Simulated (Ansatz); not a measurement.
## What pressure −1 GPa does to Ta2N

Start from Ta2N in the anti-CdI2 type structure (space group P-3m1, No. 164; a = 3.067 Å, c = 4.884 Å).

It is then changed as follows: hydrostatic tension (pressure −1 GPa).

Method: r2SCAN+rVV10 (Ansatz, an electronic-structure program), no spin-orbit coupling. k-mesh 17×17×10 (Γ-centred); smearing 0.05 eV (Fermi–Dirac).

```csv
quantity,base,changed,shift
lattice parameter a,3.067 Å,3.071 Å,+0.004 Å
c/a ratio,1.593,1.592,-0.001
shortest interatomic distance,2.171 Å,2.173 Å,+0.002 Å
enthalpy H = E + PV relative to the base's energy,–,-0.08 eV/atom,–
band gap,zero,zero,–
```

Final structure:

```yaml
crystal:
  lattice:
    - [3.07057, 0.00000, 0.00000]
    - [-1.53528, 2.65919, 0.00000]
    - [0.00000, 0.00000, 4.88876]
  atoms:
    - { symbol: N, position: [0.00000, 0.00000, 0.00000] }
    - { symbol: Ta, position: [0.33333, 0.66667, 0.25691] }
    - { symbol: Ta, position: [0.66667, 0.33333, 0.74309] }
```

Load acts through the strain it causes; cell and atoms are relaxed under it. Stability against distortions was not tested. The final runs are not spin-polarised. An odd electron count without spin: Ta2N.
